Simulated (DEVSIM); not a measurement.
Device: Ni/Si3N4/p-GaSb capacitor, at 250 K.

```
layer (left to right)  material  thickness (nm)  Na (cm⁻³)
---------------------  --------  --------------  ---------
1                         Si3N4            15.0          -
2                          GaSb             400     2.2e18
```

Metal gate on the left, work function 5.1 eV. Fixed charge at the semiconductor interface -1.3e10 cm⁻² (in units of +e); no interface traps.

The device is made up for the run: typed textbook-type constants, with dimensions and the other settings drawn at random. Values at 300 K; Nc and Nv go as T^1.5, mobilities as T to minus their exponent, the gap by Varshni's rule with the affinity fixed.

| parameter | Si3N4 | GaSb |
|---|---|---|
| gap (eV) | 5.1 | 0.726 |
| affinity (eV) | 2.1 | 4.06 |
| permittivity | 7.5 | 15.7 |
| Nc (cm⁻³) | - | 2.1e17 |
| Nv (cm⁻³) | - | 1.8e19 |
| Varshni α (eV/K) | - | 0.00042 |
| Varshni β (K) | - | 140 |

DEVSIM, 1D Poisson equation in equilibrium, Boltzmann statistics, complete ionisation; no quantum confinement or tunnelling. Metal contacts follow the ideal Schottky-Mott rule: no Fermi-level pinning, no interface dipoles.

Tabulate band edges, carrier densities and field at 1.6 V on the gate.

Energies count from the Fermi level of the right contact; mesh points crowd at the junctions.

```csv
x (μm),Ec (eV),Ev (eV),n (cm⁻³),p (cm⁻³),field (V/cm)
0.000,1.400,-3.700,< 1e2,< 1e2,690000
0.0009948,1.468,-3.631,< 1e2,< 1e2,690000
0.002706,1.586,-3.514,< 1e2,< 1e2,690000
0.005650,1.789,-3.311,< 1e2,< 1e2,690000
0.01091,2.151,-2.949,< 1e2,< 1e2,690000
0.01320,2.309,-2.791,< 1e2,< 1e2,690000
0.01453,2.401,-2.699,< 1e2,< 1e2,690000
0.01570,0.495,-0.250,1.7e7,1.3e14,310000
0.01738,0.543,-0.201,1800000,1.2e15,270000
0.02056,0.615,-0.129,63000,3.4e16,190000
0.02661,0.686,-0.059,2400,9.0e17,58000
0.04451,0.705,-0.039,970,2.2e18,170
0.07203,0.705,-0.039,970,2.2e18,≈ 0
0.1242,0.705,-0.039,970,2.2e18,≈ 0
0.2573,0.705,-0.039,970,2.2e18,≈ 0
0.3324,0.705,-0.039,970,2.2e18,≈ 0
0.3720,0.705,-0.039,970,2.2e18,≈ 0
0.3929,0.705,-0.039,970,2.2e18,≈ 0
0.4065,0.705,-0.039,970,2.2e18,≈ 0
0.4111,0.705,-0.039,970,2.2e18,≈ 0
0.4135,0.705,-0.039,970,2.2e18,≈ 0
0.4150,0.705,-0.039,970,2.2e18,≈ 0
```
